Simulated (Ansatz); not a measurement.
The reference is GaAs in the rock salt structure (space group Fm-3m, No. 225; a = 5.3304 Å; a hypothetical phase, not in the database extracts checked; relaxed with 0.1 eV smearing). Axes: x, y, z lie along the cube axes.

Method: r2SCAN (Ansatz, a program for electronic structure, PAW, no spin-orbit coupling), earlier PAW set.

One thing is altered: a pure shear with ε_xy = ε_yx = -0.0370, atoms relaxed at fixed cell.

Predict the stress tensor and what it implies for the stiffness.

Stress of the strained cell less that of the base (GPa, compression positive):
```
    0.3     1.6     0.0
    1.6     0.3     0.0
    0.0     0.0    -0.3
```

Then −Δσ/γ with γ = 2ε = -0.0740 gives secant stiffness values (nonlinear terms included at this strain): C66 ≈ 22 GPa.

As a check, the harmonic strain energy −½ V₀ Δσ:ε is 7.0 meV/atom; the computed energy rise is 7.0 meV/atom.

No phonon test of stability was made. All final runs are without spin polarisation.
